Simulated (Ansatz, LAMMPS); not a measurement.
**Si well of 16 atomic layers along [001] in random Si0.7Ge0.3, 5 % Ge through the well**

Cell 16.67 × 16.67 × 55.10 Å, Si571Ge149, 720 atoms. Prepared with Tersoff's 1989 multicomponent potential (SiCGe.tersoff) (LAMMPS): minimisation. 

That structure was relaxed on with PBE, support functions at accuracy medium on the grid of 370 eV in Ansatz (a first-principles code). Basis: localised support functions (accuracy medium) on a full density matrix. k-points: zone centre alone; occupations: Fermi-Dirac, 0.010 eV; spin polarisation not allowed. Spin-orbit coupling is left out.

### Question
What does DFT change in the classical structure?

### Answer
The energy falls by 0.3 meV an atom over 3 steps; atoms move by 0.011 Å root mean square, 0.03 Å at most.
```csv
quantity,classical minimum,after DFT steps
4-fold atoms (%),100.0,100.0
spread of bond angles (°),0.9,1.1
```
